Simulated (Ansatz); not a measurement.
For GeRh (model structure, within 0.1 Å of P4/mmm, No. 123, 8 atoms in the cell), PBE (PAW; Ansatz, a first-principles code) gives:

volume per atom: 14.58 Å³/atom
enthalpy of formation: -0.302 eV/atom

**Question.** What does PBE-D3(BJ) (Ansatz, plane waves, PAW) give for the same quantities?

**Answer.** 
- equilibrium volume per atom: 14.09 Å³/atom (shrinks by 3.4 %)
- formation enthalpy: -0.376 eV/atom (moves by -0.074 eV/atom)

Changes are worked out from the printed values.

Unless a cell is named, each level is at its own relaxed cell (PBE 14.58, PBE-D3(BJ) 14.09 Å³/atom).

Ansatz's density-functional and Hartree–Fock values are scalar-relativistic unless marked +SOC, with PAW data made under PBE.

A model structure was made by putting elements into a prototype or built by hand; it is no filed structure, need not be a known phase, and can be a saddle point held by its symmetry.
